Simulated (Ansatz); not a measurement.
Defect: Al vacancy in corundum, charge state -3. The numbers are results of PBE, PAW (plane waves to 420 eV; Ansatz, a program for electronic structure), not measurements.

120-site cell at the relaxed PBE lattice, the Γ point alone, smearing 0.01 eV, spin-restricted, no finite-size correction. Energies are static. The charge state is imposed; whether it is stable for some Fermi level was not computed. Forms of the defect that were not tried may lie lower.

Barriers: single points on a 2×2×2 k-point mesh shifted by half a step along c at the bands' geometries.

A. one Al atom jumps into the vacancy from a nearby Al site; the atom moves 2.25 Å along (0.00, 0.00, 0.17) of the unit cell; the moving atom starts with neighbours 3 O at 1.85, 3 O at 2.01 Å and ends with 3 O at 1.85, 3 O at 2.01 Å; saddle order not checked, on a symmetry element.
B. one Al atom jumps into the vacancy from a nearby Al site; the atom moves 2.43 Å along (-0.29, -0.57, 0.03) of the unit cell; the moving atom starts with neighbours O at 1.78, O at 1.84, O at 1.91, O at 1.99, O at 2.01, O at 2.17 Å and ends with O at 1.78, O at 1.84, O at 1.91, O at 1.99, O at 2.01, O at 2.17 Å; saddle order not checked.

A band can be held on a symmetry element, so unchecked saddle points there may be too high.

Problem. Put the candidates in order of forward barrier, lowest first, for PBE, PAW.

Solution. B (1.49 eV), A (1.76 eV)
